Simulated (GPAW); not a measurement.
## A worked fit of the energy against the cutoff, with one run withheld: Bi (R-3m, 2 atoms in the cell)

```yaml
crystal:
  lattice:
    - [4.14499, -2.26363, 0.00000]
    - [4.14499, 2.26363, 0.00000]
    - [2.90880, 0.00000, 3.72073]
  atoms:
    - { symbol: Bi, position: [0.23824, 0.23824, 0.23824] }
    - { symbol: Bi, position: [0.76600, 0.76600, 0.76600] }
```

Method: PBEsol, GPAW PAW datasets PBEsol (made by gpaw-setup) (plane waves; GPAW).

Base settings: mode = pw; ecut = 550 eV; xc = PBEsol; kpts = 3 3 3; mesh shift (steps) = 0 0 0; occupations.name = methfessel-paxton; occupations.width = 0.1 eV; occupations.order = 0; nbands = -10; convergence.density = 1e-05 e/electron. In these runs: nbands = -8; convergence.bands = -6.

The last step of the ladder, which sets the zero, is ecut = 1320 eV.

The starting cell has typed, rounded lattice constants, without a prior relaxation at this level. Its lattice was rescaled by up to half a per cent. One atom was moved a little off its site on purpose.

An empirical form for the window shown: the miss falls exponentially with the largest wave vector, which goes as √cutoff: ln(ΔF) = a + b·√cutoff.

```
ecut    √cutoff (√eV)  F less the last step's (meV/atom)  ln of it
------  -------------  ---------------------------------  --------
300 eV         17.321                             555.47     6.320
330 eV         18.166                             298.95     5.700
385 eV         19.621                              72.70     4.286
440 eV         20.976                                  ?         ?
495 eV         22.249                               3.94     1.371
```

Question: Fit the line to the 4 rows given and predict the withheld one.

Answer: Means: x̄ = 19.339, ȳ = 4.4192. Σ(x − x̄)(y − ȳ) = -14.25 and Σ(x − x̄)² = 14.00, so b = -1.018 and a = ȳ − b·x̄ = 24.106; ΔF halves for each 0.68 in √cutoff. The largest residual of the fitted rows is 0.15. At x = 20.976 the line gives 2.752, that is 15.7 meV/atom. The run gave 14.88 meV/atom, a miss of 0.82 meV/atom (6 %). The table is a window of a longer ladder. The rows were chosen because the form fits them, the withheld one included, so this shows the method and is no test of the form.

Left out of this page: 10 runs of the series outside the window shown, repeating another row's setting, or not comparable.
